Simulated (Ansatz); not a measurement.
LaOF (P4/nmm, No. 129, 6 atoms in the cell; start mp-7100), treated with HSE06+SOC (Ansatz, a quantum-chemistry and plane-wave program, PAW).

Input file:

Ansatz 0.2 input:
```yaml
crystal:
  lattice:
    - [4.0401539177, 0.0, 0.0]
    - [0.0, 4.0401539177, 0.0]
    - [0.0, 0.0, 5.7779951877]
  atoms:
    - { symbol: La, position: [0.5, 0.0, 0.7160953213] }
    - { symbol: La, position: [0.0, 0.5, 0.2839046787] }
    - { symbol: O, position: [0.0, 0.0, 0.5] }
    - { symbol: O, position: [0.5, 0.5, 0.5] }
    - { symbol: F, position: [0.5, 0.5, 0.0] }
    - { symbol: F, position: [0.0, 0.0, 0.0] }
basis:
  ecutwfc: 460
  ecutrho_ratio: 4
  xc_grid: 2
kpoints:
  mp_grid: { grid: [6, 6, 4] }
  band_path:
    path:
      - [0, 0, 0]
      - [0.276042, 0.276042, -0.5]
      - [0.40625, 0.40625, -0.5]
    npoints: 1
hamiltonian:
  xc: hse06
  dispersion: none
  pseudopotentials: { kind: paw }
scf:
  occupations: { method: fermi_dirac, width: 0.01 }
  convergence: { dr2_threshold: 0.0000000006 }
output:
  forces: true
  stress: true
  eigenvalues: true
  write_bands: true
magnetization:
  noncollinear: true
  spin_orbit: true
```

Output (set-up and result lines):

```
WARN output.stress: scf.exx.energy_threshold = 1e-6 eV is looser than the 6e-8 eV advised for a stress under a hybrid functional (1e-8 eV for each atom of the …
Crystal: 6 atoms, lattice volume = 94.313 Å³
Basis set: ecut = 460 eV, 2113 PW (Γ), exchange–correlation on 60×60×90 points (8 copies of the dense FFT grid, shifted against one another)
Bands: 60, of which v1, the nominal top of the filled ones, is band 48 counted from 1 (47 counted from 0)
Symmetry: 16 space group operations + 16 with time reversal
k-points: 30 of 144
Initial density: superposition of atomic densities (chi_scale 0.1, normalization cell, long waves kept (reshape's long-wave potential 0.12 eV rms))
spin=Noncollinear: Kerker preconditioning applied to the charge; magnetization (m_x, m_y, m_z) channels mix plain (no charge-response kernel on spin).
Crystal: 6 atoms, lattice volume = 94.313 Å³
Initial density: handed on by an earlier stage of this run
Crystal: 6 atoms, lattice volume = 94.313 Å³
Crystal: 6 atoms, lattice volume = 94.313 Å³
SCF 4 converged in 2 iterations: F = -15269.889270 eV  dr2 = 1.04e-10
Free energy (F): -15269.889270 eV
Internal energy: -15269.889270 eV  (E = F + TS)
E sigma→0 (E₀):  -15269.889270 eV
Fermi energy:    10.653160 eV
--- Forces (eV/Å), atoms counted from 1 ---
  atom   1  La     0.00000000     0.00000000    -0.12361073
  atom   2  La     0.00000000     0.00000000     0.12361073
  atom   3  O      0.00000000     0.00000000     0.00000000
  atom   4  O      0.00000000     0.00000000     0.00000000
  atom   5  F      0.00000000     0.00000000    -0.00000000
  atom   6  F      0.00000000     0.00000000     0.00000000
--- Stress (GPa, compression-positive) ---
        2.693531       0.000000       0.000000
        0.000000       2.693531       0.000000
        0.000000       0.000000       2.613546
  P = ⅓ Tr σ = 2.6669 GPa (26.669 kbar)
```

The PAW data were made under PBE.

Note: cell and atoms aren't relaxed at this level (largest force component 0.12 eV/Å, pressure 2.7 GPa).

A start named mp-… is a Materials Project structure, which need not be a measured phase.
